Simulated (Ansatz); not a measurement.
## Effective masses and thermopower of BP under load (space group I-4m2)

Input:

```xyz
2
Lattice="0.0000 2.2629 2.2457 2.2629 0.0000 2.2457 2.2629 2.2629 0.0000" Properties=species:S:1:pos:R:3 pbc="T T T"
B      0.0000     0.0000     0.0000
P      1.1314     1.1314     1.1229
```

Calculation: PBEsol with spin-orbit coupling, rigid bands (plane waves, PAW; Ansatz, a quantum-chemistry and plane-wave program). Condition of this run: uniaxial stress zz = 2 GPa (compression positive) (the target of the relaxation). Cell: cell and atoms relaxed with PBEsol, then loaded as said.

| Quantity | Value |
|---|---|
| band gap | 0.99 eV |
| electron conductivity mass (300 K, dilute) | 0.24 (x), 0.24 (y), 1.15 (z) mₑ |
| hole conductivity mass (300 K, dilute) | 0.40 (x), 0.40 (y), 0.46 (z) mₑ |
| effective density of states N_c (300 K) | 1.4e19 cm⁻³ |
| effective density of states N_v (300 K) | 9.7e18 cm⁻³ |
| density-of-states mass, electrons | 0.67 mₑ |
| density-of-states mass, holes | 0.53 mₑ |
| Seebeck coefficient, n-type 1e19 cm⁻³, 300 K | -280 μV/K |
| best n-type power factor at 300 K for τ = 10 fs (best axis; densities from 1e16 to 1e21 cm⁻³ tried, whether or not they can be reached) | 18.3 μW/(cm·K²) at 3e20 cm⁻³ |
| Seebeck coefficient, p-type 1e19 cm⁻³, 300 K | 290 μV/K |
| best p-type power factor at 300 K for τ = 10 fs (best axis; densities from 1e16 to 1e21 cm⁻³ tried, whether or not they can be reached) | 13.9 μW/(cm·K²) at 1e20 cm⁻³ |

Rigid bands; masses and Seebeck coefficients take one relaxation time τ for all states and one kind of carrier; polarons and phonon drag are left out.
